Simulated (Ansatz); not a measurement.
## One base run on Rb₂NaYBr₆ (Fm-3m, 10 atoms in the cell) and variants with one or two settings moved

```
CELL_PARAMETERS angstrom
      0.00000     5.81834     5.81834
      5.81834     0.00000     5.81834
      5.81834     5.81834     0.00000
ATOMIC_POSITIONS crystal
  Rb 0.75000 0.75000 0.75000
  Rb 0.25000 0.25000 0.25000
  Na 0.50000 0.50000 0.50000
  Y  0.00000 0.00000 0.00000
  Br 0.75536 0.24464 0.24464
  Br 0.24464 0.75536 0.75536
  Br 0.24464 0.75536 0.24464
  Br 0.75536 0.24464 0.75536
  Br 0.24464 0.24464 0.75536
  Br 0.75536 0.75536 0.24464
```

Base run A: HSE06, default PAW files made with PBE (Ansatz, a first-principles code), self-consistent single point.

Its settings: basis.ecutwfc = 420 eV; kpoints.mp_grid.grid = 2 2 2; hamiltonian.xc = hse06; hamiltonian.pseudopotentials = {kind: paw} (the program's default PAW files); scf.occupations.method = fixed.

The starting cell comes from a database of computed structures (which also holds hypothetical and non-ambient phases and stackings), without a prior relaxation at this level. Its lattice was rescaled by a random factor within 2.5 % of one. Ansatz's pressure includes its estimate of the finite-basis (Pulay) stress.

ΔF is the free energy per atom less that of run A. A dash stands where there is no value to compare (another energy zero or no entropy term, no result, no spin, no clean gap, or a mesh too coarse for one). Absolute energies have different zeros for different potentials, functionals, Hubbard and dispersion terms and are not compared across them.

Runs D, E sample the zone with one or two k-points, far too few for so small a cell.

Run A gave: pressure (GPa) -1.46; largest force (eV/Å) 0.341; gap on the mesh (eV) 5.121; k-points 3.

Runs:
- B: hamiltonian.xc: hse06 → pbesol [PBEsol]
- C: hamiltonian.xc: hse06 → pbe0 [PBE0]
- D: kpoints.mp_grid.grid: 2 2 2 → 1 1 1
- E: kpoints.mp_grid.grid: 2 2 2 → 1 1 1; kpoints.mp_grid.shift: default → 0.5 0.5 0.5
- F: scf.convergence.dr2_threshold: default (1e-07 eV) → 0.001 eV
- G: scf.mixing.algorithm: default (the program chose MSR1) → msr1; scf.mixing.ndim: default → 2
- H: scf.mixing.preconditioner: default (the program chose none) → kerker; scf.mixing.q_tf: default → 0.2

**Question.** What does run D change against A?

**Answer.** The free energy goes up by 190 meV/atom, the pressure goes from -1.46 to 0.51 GPa, the largest force goes from 0.341 to 0.482 eV/Å and the gap on the mesh goes from 5.121 to 5.079 eV.

**Question.** What does run E change against A?

**Answer.** The free energy falls by 8.5 meV/atom, the pressure moves little (-1.46 to -1.54 GPa), the largest force moves little (0.341 to 0.346 eV/Å) and the gap on the mesh goes from 5.121 to 5.716 eV.

```
run  ΔF (meV/atom)  pressure (GPa)  largest force (eV/Å)  gap on the mesh (eV)  k-points
---  -------------  --------------  --------------------  --------------------  --------
A             0.00           -1.46                 0.341                 5.121         3
B                –           -2.06                 0.394                 3.861         3
C                –           -1.48                 0.342                 5.840         3
D            189.7            0.51                 0.482                 5.079         1
E             -8.5           -1.54                 0.346                 5.716         1
F             0.00           -1.46                 0.341                 5.121         3
G             0.00           -1.46                 0.341                 5.121         3
H             0.00           -1.46                 0.341                 5.121         3
```

Keys are those of Ansatz 0.2.
